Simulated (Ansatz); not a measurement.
A user runs Ansatz (a program for electronic structure) on BaO (Fm-3m, 2 atoms in the cell) and asks whether the run is sound. The aim is a self-consistent single point with DFT, LDA (PW92), plane waves, default PAW files made with PBE.

Cell that was meant: a = 3.9213 Å, b = 3.9213 Å, c = 3.9213 Å, α = 60.00°, β = 60.00°, γ = 60.00°.

Part of the input:

Ansatz 0.2 input:
```yaml
  pseudopotentials: { kind: paw }
scf:
  occupations: { method: fixed }
  convergence: { dr2_threshold: 1.0e-02 eV }
output:
  forces: true
  eigenvalues: true
```

Output (repeated stretches shortened):

```
WARN basis.ecutwfc = 420 eV, the default
   [... lines left out ...]
PAW frozen core: O, regenerated for the run's functional, and the local potential with it
Initial density: superposition of atomic densities (neutral atoms: chi_scale 0, normalization atom), corrected by the library's trained network
Initial wavefunctions: pseudopotential atomic-orbital guess
Eigensolver: davidson
Functional: x = slater, c = lda
SCF iter   1: F=—  HF=-6337.585896 eV  |F-HF|=—  |Δ(HF+E_count)|=         —  Δρ=1.47e-2  dr2=1.02e-1  ethr=1.77e-3  ⟨swp⟩=5.1  Hψ=2123  notcnv=0  defer=47
all-band conjugate gradients solve this SCF's bands
preconditioner: auto → none
SCF iter   2: F=—  HF=-6337.592737 eV  |F-HF|=—  |Δ(HF+E_count)|=   6.84e-3  Δρ=1.87e-2  dr2=1.36e-1  ethr=6.35e-4  ⟨swp⟩=2.6  Hψ=877  notcnv=0  defer=51
   [... lines left out ...]
iter 5 did not close the SCF: its close was put off for the readings that it lacked (scf_convergence_deferred on its scf_iter line)
SCF iter   5: F=-6337.563623 eV  HF=-6337.563624 eV  |F-HF|=1.08e-6  |Δ(HF+E_count)|=   6.10e-6  Δρ=7.08e-5  dr2=1.29e-6  ethr=1.51e-7  ⟨swp⟩=2.6  Hψ=561  notcnv=0  defer=56
SCF iter   6: F=-6337.563624 eV  HF=-6337.563624 eV  |F-HF|=9.19e-10  |Δ(HF+E_count)|=   4.03e-7  Δρ=3.93e-6  dr2=2.27e-9  ethr=8.04e-9  ⟨swp⟩=6.4  Hψ=2724  notcnv=0
SCF 1 converged in 6 iterations: F = -6337.563624 eV  dr2 = 2.27e-9
Free energy (F): -6337.563624 eV
Internal energy: -6337.563624 eV  (E = F + TS)
E sigma→0 (E₀):  -6337.563624 eV
Fermi energy:    8.140035 eV
--- Forces (eV/Å), atoms counted from 1 ---
  atom   1  Ba     0.00000000     0.00000000    -0.00000000
  atom   2  O      0.00000000    -0.00000000    -0.00000000
--- Stress (GPa, compression-positive) ---
       -4.558056       0.000000       0.000000
        0.000000      -4.558056      -0.000000
       -0.000000      -0.000000      -4.558056
  P = ⅓ Tr σ = -4.5581 GPa (-45.581 kbar)
  The stress holds the Pulay correction. Without it, at fixed plane waves, as pw.x and ABINIT print it: P = -4.9480 GPa
```

### Question
Is this run sound? If not, what is wrong?

### Answer
The compared values did not move, but the log warns. The input holds a convergence threshold that is too loose, which can do harm: a loop that stops early leaves an energy error of second order in the density error, but errors of first order in forces and stress. The run converged in 6 iterations, and against the sound input the free energy is nearly the same (within 1 meV/atom), the pressure stays at -4.56 GPa and the gap on the mesh stays at 1.916 eV. The full log also holds (shortened here): “iter 4 did not close the SCF: its close was put off for the readings that it lacked (scf_convergence_deferred on its scf_iter line)” and “iter 5 did not close the SCF: its close was put off for the readings that it lacked (scf_convergence_deferred on its scf_iter line)”.

An input that runs soundly differs in these lines (not the only fix; some lines may just follow from the change or write a value another way):
```diff
-  convergence: { dr2_threshold: 1.0e-02 eV }
```

With that input, the run converged in 6 iterations: free energy E − TS (on the zero of these files) -6337.5636 eV; top of the valence band (on the code's own zero) 8.14 eV; gap on the k-point mesh 1.92 eV; pressure -4.56 GPa (DFT, LDA (PW92), plane waves, default PAW files made with PBE).

On the sound input: the starting cell comes from a database of computed structures (which also holds hypothetical and non-ambient phases and stackings), without a prior relaxation at this level. Its lattice was rescaled by a random factor within 2.5 % of one. With a pressure of about -5 GPa the cell is away from its equilibrium volume at this level. Ansatz's pressure includes its estimate of the finite-basis (Pulay) stress.
